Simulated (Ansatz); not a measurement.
Start from SiC in the zinc blende structure (space group F-43m, No. 216; a = 4.356 Å). Axes: x, y, z lie along the cube axes.

Computed with plane-wave PAW DFT at the r2SCAN level (Ansatz, a quantum-chemistry and plane-wave program, 500 eV), scalar-relativistic without spin-orbit coupling.

One thing is altered: every lattice vector is stretched by 0.62 %; the atoms relax in the strained cell.

Q: Predict the stress tensor and what it implies for the stiffness.

A: Stress of the strained cell less that of the base (GPa, compression positive):
```
  -4.07    0.00    0.00
   0.00   -4.07    0.00
   0.00    0.00   -4.07
```

Then B = −ΔP/(ΔV/V₀) with ΔV/V₀ = 0.0187 gives secant stiffness values (nonlinear terms included at this strain): B ≈ 217 GPa.

Whether these cells are dynamically stable was not tested.
